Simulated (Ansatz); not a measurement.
Base system: Tl in the hcp (Mg type) structure (space group P6_3/mmc, No. 194; a = 3.521 Å, c = 5.603 Å).

All numbers come from DFT with r2SCAN, PAW potentials and a 500 eV plane-wave cutoff in Ansatz (an electronic-structure program), no spin-orbit coupling, earlier PAW set.

For the base:

```
Property               Result
-------------------  --------
Lattice parameter a  352.1 pm
c/a ratio               1.591
Band gap                 zero
```

One thing is altered: every Tl is replaced by In; the structure is relaxed again.

Tabulated Pauling electronegativity and covalent radius: Tl 1.62, 1.45 Å; In 1.78, 1.42 Å.

Question: Predict the new lattice parameter a.

Answer: The lattice parameter a shrinks by 18.7 pm (352.1 pm → 333.4 pm).

Question: What happens to the c/a ratio?

Answer: The c/a ratio grows by 0.0564 (1.591 → 1.648).

Question: Predict the new band gap.

Answer: The band gap remains zero.

Stability against distortions was not tested. For In in this form, whether it has been made was not checked. This is not the structure that In has at room temperature and ambient pressure.
